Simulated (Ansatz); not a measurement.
Rock-salt BN (model structure) was calculated with r²SCAN (Ansatz, a first-principles code, PAW).

Run with plane-wave cutoff 500 eV, 20×20×20 k mesh, Fermi–Dirac smearing 0.05 eV, scalar-relativistic PAW data made under PBE.

Cell (relaxed at this level):

```
CELL_PARAMETERS angstrom
      0.00000     1.74587     1.74587
      1.74587     0.00000     1.74587
      1.74587     1.74587     0.00000
ATOMIC_POSITIONS crystal
  B  0.00000 0.00000 0.00000
  N  0.50000 0.50000 0.50000
```

Problem. What does this level give for the band gap?

Solution. 
- band gap = 1.37 eV (on the SCF k mesh)

Note: the relaxation could raise the start's symmetry but not lower it, so the cell can be a saddle point.

Computed values are for the static lattice.

Cost on a shared machine: around 24 core-seconds (rough).

A model structure was made by putting elements into a prototype or built by hand; it is no filed structure, need not be a known phase, and can be a saddle point held by its symmetry.
